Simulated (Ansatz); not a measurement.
The reference is BP in the zinc blende structure (space group F-43m, No. 216; a = 4.548 Å).

Structures relaxed with Ansatz (a quantum-chemistry and plane-wave program) PBE, no spin-orbit coupling.

Base:

Simulated powder pattern, Cu Kα, λ = 1.54184 Å (kinematic, ideal powder, no thermal factors, no anomalous dispersion; the 8 strongest lines at most, above 2 %, up to 2θ = 90°):

```json
[
 {"2θ (°)": "34.14", "I/Imax (%)": "100", "hkl": "(111)"},
 {"2θ (°)": "39.63", "I/Imax (%)": "25", "hkl": "(200)"},
 {"2θ (°)": "57.29", "I/Imax (%)": "43", "hkl": "(220)"},
 {"2θ (°)": "68.41", "I/Imax (%)": "35", "hkl": "(311)"},
 {"2θ (°)": "71.91", "I/Imax (%)": "5.8", "hkl": "(222)"},
 {"2θ (°)": "85.37", "I/Imax (%)": "7.1", "hkl": "(400)"}
]
```

Perturbation: a hydrostatic pressure of 45 GPa.

Q: Where do the lines fall after the change?

A: 
Simulated powder pattern, Cu Kα, λ = 1.54184 Å (kinematic, ideal powder, no thermal factors, no anomalous dispersion; the 8 strongest lines at most, above 2 %, up to 2θ = 90°):

```json
[
 {"2θ (°)": "36.50", "d (Å)": "2.462", "I/Imax (%)": "100", "hkl": "(111)"},
 {"2θ (°)": "42.39", "d (Å)": "2.132", "I/Imax (%)": "25", "hkl": "(200)"},
 {"2θ (°)": "61.51", "d (Å)": "1.508", "I/Imax (%)": "42", "hkl": "(220)"},
 {"2θ (°)": "73.68", "d (Å)": "1.286", "I/Imax (%)": "35", "hkl": "(311)"},
 {"2θ (°)": "77.55", "d (Å)": "1.231", "I/Imax (%)": "5.8", "hkl": "(222)"}
]
```

The indices refer to the base's conventional cell; one index is shown for lines that coincide.

Load acts through the strain it causes; cell and atoms are relaxed under it. No phonon test of stability was made. Competing high-pressure phases were not computed.
